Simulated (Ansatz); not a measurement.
## Smallest direct gap on the k points sampled of cubic perovskite CsSrF3 at several levels of theory

No measured value is used here.

```csv
level (code),value (eV),cell (Å³/atom)
LDA+SOC (Ansatz),6.05,21.43
BLYP (Ansatz),6.53,21.43
PBEsol+SOC (Ansatz),6.26,21.26
r²SCAN+SOC (Ansatz),7.14,21.62
B3LYP (VWN-RPA form) (Ansatz),8.69,21.43
HSE06+SOC (Ansatz),8.38,21.43
r²SCAN0 (Ansatz),9.65,21.43
```

Computed values are for a static lattice. Levels without +SOC have no spin–orbit coupling; where heavier elements are present it shifts gaps, mostly down, and can invert bands.  PBEsol+SOC, r²SCAN+SOC: the relaxation could not lower the start's symmetry, so the cell can be a saddle point above a distorted one. Values are at a fixed cell, not relaxed at this level and not confirmed as the measured one; PBEsol+SOC at the level's own equilibrium cell; r²SCAN+SOC at the level's own equilibrium cell. Cutoffs and k meshes differ between the levels. Ansatz's density-functional and Hartree–Fock values are scalar-relativistic unless marked +SOC, with PAW data made under PBE.

Ansatz is a first-principles code.
